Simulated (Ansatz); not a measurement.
CaF2 (Pmc2_1), PBEsol, rigid bands in Ansatz (a quantum-chemistry and plane-wave program): N_v = 2.56e20 cm⁻³ at 300 K and a hole conductivity mass of 3.29 mₑ along y (a = (3.47, 0.00, 0.00) Å; b = (0.00, 4.11, 0.00) Å; c = (0.00, 0.00, 5.88) Å).

**Question.** For 1e17 holes per cm³ at 300 K, place the Fermi level, estimate the Seebeck coefficient of a parabolic band with constant τ, and give mobility and conductivity for τ = 5 fs.

**Answer.** The level lies k_BT ln(N_v/p) = 0.203 eV above the valence-band maximum. S ≈ +(k_B/e)[ln(N_v/p) + 5/2] = 892 μV/K, against 891 μV/K from the full bands (mean over directions). μ = eτ/m = 2.67 cm²/(V·s) and σ = peμ = 0.0428 S/cm. τ is assumed, not computed.

Band transport and this doping are assumed; polarons and phonon drag are left out. Spin-orbit coupling is left out; where it splits the top of the valence band, N_v and the p-type Seebeck coefficient come out somewhat high without it.

Computed structure with no diffraction record at hand here (it may be known, metastable or hypothetical): CaF2 (Pmc2_1).
